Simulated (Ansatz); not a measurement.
The parent structure is HfSiO4 (space group I4_1/amd, No. 141; a = 6.5821 Å, c = 5.9661 Å). Axes: x, y, z lie along a, b, c of the conventional cell.

Method: Kohn–Sham DFT with the PBEsol functional, run in Ansatz (an electronic-structure program) with PAW and 420 eV plane waves, scalar-relativistic without spin-orbit coupling.

The change: the cell is stretched by 3.21 % along z with no lateral relaxation; the atoms relax in the strained cell.

Question: Estimate the effect on the energy relative to the base.

Answer: The energy goes up by 16 meV/atom.

Question: How does this affect the stress?

Answer: The stress (xx, yy, zz, yz, xz, xy; compression positive) is (-4.62, -4.62, -13.76, 0.00, 0.00, 0.00) GPa.

Whether these cells are dynamically stable was not tested.
